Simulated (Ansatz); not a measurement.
**GaSb: energy against strain**

GaSb (zinc blende, F-43m, 28.827 Å³/atom at rest, cube axes along x, y and z) under a strain ε along a cube axis (axis z), the other axes held. r2SCAN in Ansatz, a plane-wave DFT program (PAW, default set), 500 eV, 13×13×13 Γ-centred mesh, Fermi-Dirac smearing 0.05 eV; ions are relaxed within the symmetry of each cell.

Here s stands for strain and y for E less E0.

| strain (%) | E less E0 (meV/atom) |
|---|---|
| -1.50 | 1.79 |
| -1.00 | 0.79 |
| -0.50 | 0.20 |
| 0.00 | 0.00 |
| 0.50 | 0.19 |
| 1.00 | 0.76 |
| 1.50 | 1.71 |
| 3.00 | ? |

### Question
Fit y against s with a parabola, and predict the withheld value at s = 3.00.

### Answer
Least squares gives y = 0.000 - 0.0221·s + 0.7776·s². Residuals (row less fit): 0.007, -0.010, -0.005, 0.000, 0.007, 0.005, -0.006; standard error 0.008 (degrees of freedom: 4). Twice the quadratic coefficient over the volume, 2 × 0.7776 meV × 10⁴ × 0.1602 / 28.827 Å³, is the elastic constant C11 = 86 ± 0.4 GPa. At the withheld row, y = 0.000 - 0.0221 × 3.0 + 0.7776 × 3.0² = 6.932 meV/atom. The calculation gives 6.76 meV/atom, 0.172 meV/atom below the prediction (2.5 % of the range of y in the table). The row lies outside the fitted rows, so this is an extrapolation. From the scatter of the fitted rows alone, a prediction at this place has a standard error of 0.032 meV/atom, so the miss is 5.4 times that.

One order more, fitted to all 13 runs of the series, follows each within 0.01, so the miss is the next term of a smooth law. Rows are the converged runs of the series near zero and its far end; series whose fitted rows scatter by over a few per cent of the range, as at a crossing or softening among them, aren't shown in this form. Most that stay on the fit to the last digits aren't either.
